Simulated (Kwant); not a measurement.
System: wire with a side stub in a In0.53Ga0.47As two-dimensional gas. Effective mass 0.041 mₑ, grid spacing 2.7 nm, hard walls, nominal width 80 nm (29 grid rows, so walls 81 nm apart), one parabolic valley, scattering region 240 nm long along x; energies count from the band bottom; Fermi energy swept from 0.0011464 to 0.013614 eV. Closed stub on one side, 94 nm wide and 160 nm deep.

The device is made up for the run: typed textbook-type constants, with dimensions and the other settings drawn at random.

Computed with Kwant: effective-mass tight-binding model on a square grid, one spin, coherent transport at 0 K. Conductance is in e²/h.

Problem. How many channels do the leads carry at E = 7.64, 8.38, 10.6 meV?

Solution. The hard-wall thresholds are n² ħ²π²/(2mW²) = n² × 1.40 meV with W = 81 nm. √(7.64/1.40) = 2.34, so 2. √(8.38/1.40) = 2.45, so 2. √(10.6/1.40) = 2.75, so 2.
